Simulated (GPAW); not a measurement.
## Equation of state of CuAu-type CuAu (space group 123): energy against volume (GPAW, LDA)

```
CELL_PARAMETERS angstrom
      2.69110     0.00000     0.00000
      0.00000     2.69110     0.00000
      0.00000     0.00000     3.52726
ATOMIC_POSITIONS crystal
  Cu 0.00000 0.00000 0.00000
  Au 0.50000 0.50000 0.50000
```

Level of theory: LDA (Perdew-Wang 92), GPAW PAW datasets LDA (gpaw-data 1.0.1) (plane waves; GPAW). Settings: mode = pw; ecut = 780 eV; xc = LDA; kpts = 21 21 16; mesh shift (steps) = 0 0 0; occupations.name = fermi-dirac; occupations.width = 0.05 eV; nbands = -6; convergence.density = 1e-05 e/electron; symmetry.symmorphic = false; symmetry.tolerance = 0.0005; maxiter = 120. The cell above is the first row's. The rows scale it uniformly. In all rows fractional positions and the k mesh are held. E is the free energy at the stated smearing, counted from the lowest row.

```
V (Å^3/atom)  E (meV/atom)
------------  ------------
12.7723              77.65
13.0499              44.29
13.3276              21.02
13.6052               6.62
13.8829               0.00
14.1605               0.21
14.4382               6.45
14.7159              17.99
14.9935                  ?
```

Taking the third-order Birch-Murnaghan form, a cubic in V^(-2/3) for E over the 8 complete rows: With u = V^(-2/3) - 0.174, the rows have u = 0.009015, 0.006411, 0.003896, 0.001468, -0.000880, -0.003150, -0.005348, -0.007477. Least squares gives E = 1.645 + 2439.86·u + 639405·u² + 2784592·u³. Residuals (row less fit): 0.005, -0.011, -0.001, 0.007, 0.009, -0.007, -0.008, 0.006; standard error 0.010 (degrees of freedom: 4). Its minimum lies at u = -0.001932, so V0 = (0.172068)^(-3/2) = 14.01. There d²E/du² = 1247000 and d³E/du³ = 1.671e7, so B0 = (4/9) × 14.01^(-7/3) × 1247000 × 0.160218 = 188 GPa (the last factor turns the table's units into GPa), and B0' = 4 + (2/3) × 0.172068 × (1.671e7)/1247000 = 5.5. The program's pressures in the fitted runs (not shown) pass through zero at V = 13.95, 0.41 % from this V0.

Q: What does the fit predict for E at V = 14.9935, and how far is the calculated value from it?

A: u = -0.009538, so E = 1.645 + 2439.86 × (-0.009538) + 639405 × (-0.009538)² + 2784592 × (-0.009538)³ = 34.126 meV/atom. The calculation gives 34.19 meV/atom, 0.064 meV/atom above the prediction (0.1 % of the range of E in the table). The row lies outside the fitted rows, so this is an extrapolation. From the scatter of the fitted rows alone, a prediction at this place has a standard error of 0.025 meV/atom, so the miss is 2.6 times that.

Carrying the step between the two nearest rows on in a straight line would have given 29.53, off by 4.66; series whose last step already gives the withheld value aren't shown. The scan was laid around a cell of about the measured size, scaled by a guess for this functional; axis ratios and inner coordinates come from that cell. The runs keep the symmetry of the cell, so they don't test it for distortions. Spin polarisation is off. Spin-orbit coupling is off. The shape of the cell and the inner coordinates aren't relaxed, so V0 and B0 belong to this uniform scaling; a relaxed crystal lies no higher in energy and is usually softer. Cutoffs and mesh are single choices, not tested for convergence of this quantity. Series with a scatter that would blur these digits, or in which a gap closes, are not shown. Nor are scans whose minimum lies at an end fitted in this form.
